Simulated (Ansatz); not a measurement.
WTe2 (P6₃/mmc, No. 194, 6 atoms in the cell; start mp-1019322; a measured phase of this formula has another space group), treated with LDA in Ansatz (PAW).

Input file:

Ansatz 0.2 input:
```yaml
crystal:
  lattice:
    - [3.4984641186, 0.0, 0.0]
    - [-1.7492320593, 3.0297588009, 0.0]
    - [0.0, 0.0, 13.9164137557]
  atoms:
    - { symbol: Te, position: [0.3333333333, 0.6666666667, 0.8804641565] }
    - { symbol: Te, position: [0.6666666667, 0.3333333333, 0.1195358435] }
    - { symbol: Te, position: [0.6666666667, 0.3333333333, 0.3804641565] }
    - { symbol: Te, position: [0.3333333333, 0.6666666667, 0.6195358435] }
    - { symbol: W, position: [0.3333333333, 0.6666666667, 0.25] }
    - { symbol: W, position: [0.6666666667, 0.3333333333, 0.75] }
basis:
  ecutwfc: 520
  ecutrho_ratio: 4
  xc_grid: 2
kpoints:
  mp_grid: { grid: [12, 12, 4] }
hamiltonian:
  xc: lda
  dispersion: none
  pseudopotentials: { kind: paw }
scf:
  occupations: { method: fermi_dirac, width: 0.01 }
output:
  forces: true
  stress: true
  eigenvalues: true
relax:
  f_tol: 0.004
  escape_saddle: false
  max_steps: 80
  cell: { stress_tol: 0.02, fix: [volume] }
```

Output (set-up and result lines):

```
Relaxation: its limit of steps is 80 (relax.max_steps)
Crystal: 6 atoms, lattice volume = 147.507 Å³
Basis set: ecut = 520 eV, 3987 PW (Γ), exchange–correlation on 54×54×216 points (8 copies of the dense FFT grid, shifted against one another)
Bands: 56, of which v1, the nominal top of the filled ones, is band 46 counted from 1 (45 counted from 0)
Symmetry: 24 space group operations
Space group: P63/mmc (ITA 194), of the structure as read, at distance tolerance 5.3e-5 Å
k-points: 57 of 576
Functional: x = slater, c = lda
SCF iter   1: F=—  HF=-47569.052458 eV  |F-HF|=—  |Δ(HF+E_count)|=         —  Δρ=6.33e-3  dr2=2.65e-2
SCF iter   2: F=—  HF=-47569.048605 eV  |F-HF|=—  |Δ(HF+E_count)|=   3.85e-3  Δρ=3.41e-3  dr2=7.77e-3
  ...
SCF 1 converged in 7 iterations: F = -47569.048464 eV  dr2 = 3.69e-8
Crystal: 6 atoms, lattice volume = 147.507 Å³
Basis set: ecut = 520 eV, 4025 PW (Γ), exchange–correlation on 54×54×216 points (8 copies of the dense FFT grid, shifted against one another)
Initial density: handed on by an earlier stage of this run
  ...
SCF 3 converged in 10 iterations: F = -47569.062406 eV  dr2 = 2.95e-12
Crystal: 6 atoms, lattice volume = 147.507 Å³
Basis set: ecut = 520 eV, 3989 PW (Γ), exchange–correlation on 54×54×216 points (8 copies of the dense FFT grid, shifted against one another)
SCF 4 converged in 5 iterations: F = -47569.062726 eV  dr2 = 3.89e-8
Crystal: 6 atoms, lattice volume = 147.507 Å³
Basis set: ecut = 520 eV, 4001 PW (Γ), exchange–correlation on 54×54×216 points (8 copies of the dense FFT grid, shifted against one another)
SCF 5 converged in 4 iterations: F = -47569.062912 eV  dr2 = 5.59e-8
Crystal: 6 atoms, lattice volume = 147.507 Å³
SCF iter   5: F=—  HF=-47569.062913 eV  |F-HF|=—  |Δ(HF+E_count)|=   2.95e-9  Δρ=3.72e-7  dr2=9.63e-11
SCF iter   6: F=-47569.062913 eV  HF=-47569.062913 eV  |F-HF|=1.46e-11  |Δ(HF+E_count)|=  1.53e-10  Δρ=6.22e-8  dr2=5.92e-12
SCF 6 converged in 6 iterations: F = -47569.062913 eV  dr2 = 5.92e-12
SCF converged after 6 iterations
Free energy (F): -47569.062913 eV
Internal energy: -47569.062913 eV  (E = F + TS)
E sigma→0 (E₀):  -47569.062913 eV
Fermi energy:    13.299977 eV
--- Stress (GPa, compression-positive) ---
       -0.677598       0.000000      -0.000000
        0.000000      -0.677598      -0.000000
       -0.000000      -0.000000      -0.670248
  P = ⅓ Tr σ = -0.6751 GPa (-6.751 kbar)
```

The cell is one volume of an energy–volume scan, off the minimum.

The PAW data were made under PBE.

Note: the relaxation could not lower the start's symmetry, so the cell can be a saddle point above a distorted one. Note: the cell has widely spaced layers and the level no dispersion term, so their spacing and the moduli can rest on weak binding.

Cost on a shared machine: around 4 core-minutes (rough).

A start named mp-… is a Materials Project structure, which need not be a measured phase.

Ansatz is a quantum-chemistry and plane-wave program.
